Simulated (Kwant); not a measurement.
Model system: wire with a row of barriers in a Si two-dimensional gas. Effective mass 0.19 mₑ, grid spacing 1.3 nm, hard walls, nominal width 40 nm (31 grid rows, so walls 41.6 nm apart), one parabolic valley, scattering region 130 nm long along x; energies count from the band bottom; Fermi energy swept from 0.00098955 to 0.011751 eV. 4 barrier(s) across the wire, height 0.016 eV, thickness 5.2 nm (about 4 grid columns), spaced by 7.8 nm.

Constants are typed, rounded textbook-type inputs, not results; the design itself was drawn at random and stands for no fabricated device.

Computed with Kwant: effective-mass tight-binding model on a square grid, one spin, coherent transport at 0 K. Conductance is in e²/h.

Density of the scattering states that come in from the left lead, at energy = 0.0036968 eV, in bins, relative to the largest site value (x marks bins outside the device):

```
|                                            |
|                                            |
|....    .....                               |
|:-:.    .:-::.                              |
|---:    :-=--.                              |
|++=-.  .-=++=:                              |
|**+-.  .-***+:                              |
|##*=.  .=*##+-                              |
|%%#=.  .+#%%*-.                             |
|@@#+:  :+%@@#-.                             |
|@@%+:  :+%@@#=.                             |
|@@%+:  :+%@@#=.                             |
|@@#+:  :+%@@#-.                             |
|%%#=.  .+#%%*-.                             |
|##*=.  .=*##+-                              |
|**+-.  .-***+:                              |
|++=-.  .-=++=:                              |
|---:    :-=--.                              |
|:-:.    .:-::.                              |
|....    .....                               |
|                                            |
|                                            |
```
Scale: ten equal steps from 0.000 (start of ' ') to 0.986 (end of '@'), in the order ' .:-=+*#%@'; x runs from -62.3 to 62.3, y from -18.6 (bottom) to 18.6 (top).

The conductance there is 1.2e-5 e²/h with 1 open channel(s) in the leads.
